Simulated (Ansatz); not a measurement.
GaAs (model structure, started from the BeO type, P4₂/mnm, No. 136, 8 atoms in the cell): properties by level of theory

```
level (code)         lattice constant a (Å)  lattice parameter c (Å)  cohesive energy (eV/atom)
-------------------  ----------------------  -----------------------  -------------------------
LDA (Ansatz)                          6.847                    3.963                       3.95
PBE (Ansatz)                          7.025                        …                       3.08
PBEsol (Ansatz)                           …                        …                       3.48
PBE-D3(BJ) (Ansatz)                   6.932                        …                       3.37
r²SCAN (Ansatz)                           …                    4.009                       3.22
```

Task: Some entries are withheld; supply them.

Result: 
- PBE (Ansatz, a first-principles code), lattice parameter c (Å): 4.060
- PBEsol (Ansatz), lattice constant a (Å): 6.918
- PBEsol (Ansatz), lattice parameter c (Å): 4.002
- PBE-D3(BJ) (Ansatz), lattice parameter c (Å): 4.022
- r²SCAN (Ansatz), lattice constant a (Å): 6.923

Ansatz's density-functional and Hartree–Fock values are scalar-relativistic unless marked +SOC, with PAW data made under PBE.

Free atoms are spin-polarised, in the lowest state found; at levels without +SOC their spin–orbit coupling is left out.

Computed values are for the static lattice.

A model structure was made by putting elements into a prototype or built by hand; it is no filed structure, need not be a known phase, and can be a saddle point held by its symmetry.
